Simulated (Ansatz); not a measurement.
# CuI, pressure series

The reference is CuI in the zinc blende structure (space group F-43m, No. 216; a = 6.0778 Å).

Cell and atoms are relaxed at each pressure.

Method: PBE (Ansatz, a quantum-chemistry and plane-wave program; PAW; 420 eV plane waves; no spin-orbit coupling), earlier PAW set.

Notes on the quantities. hole mass: degenerate bands, along [100].

```csv
change,width of the top valence band,hole mass,band gap,shortest interatomic distance
base,1.47 eV,"0.22, 0.75, 0.75 mₑ (at Γ)",1.10 eV,4.973 bohr
pressure −2 GPa,1.28 eV,"0.22, 0.85, 0.85 mₑ (at Γ)",0.96 eV,5.073 bohr
pressure −1 GPa,1.38 eV,"0.22, 0.79, 0.79 mₑ (at Γ)",1.03 eV,5.019 bohr
pressure 3 GPa,1.70 eV,"0.22, 0.65, 0.65 mₑ (at Γ)",1.28 eV,4.867 bohr
pressure 7 GPa,1.96 eV,"0.22, 0.57, 0.57 mₑ (at Γ)",1.47 eV,4.765 bohr
pressure 15 GPa,2.38 eV,"0.22, 0.48, 0.48 mₑ (at Γ)",1.77 eV,4.626 bohr
pressure 30 GPa,3.00 eV,"0.22, 0.37, 0.37 mₑ (at Γ)",1.93 eV,4.459 bohr
pressure 50 GPa,3.64 eV,"0.22, 0.31, 0.31 mₑ (at Γ)",1.63 eV,4.316 bohr
pressure 75 GPa,4.29 eV,"0.22, 0.26, 0.26 mₑ (at Γ)",1.33 eV,4.192 bohr
pressure 100 GPa,4.83 eV,0.22 mₑ (at Γ),1.08 eV,4.100 bohr
```

With I present, leaving out spin-orbit coupling can change the band edges. Load acts through the strain it causes; cell and atoms are relaxed under it. Effective masses come from finite differences of ±0.01 Å⁻¹. No phonon test of stability was made. Tetrahedral semiconductors of this kind turn to denser phases somewhere between about 1 and 50 GPa; those were not computed, so compressed cells here can lie past the real transition. All final runs are without spin polarisation.
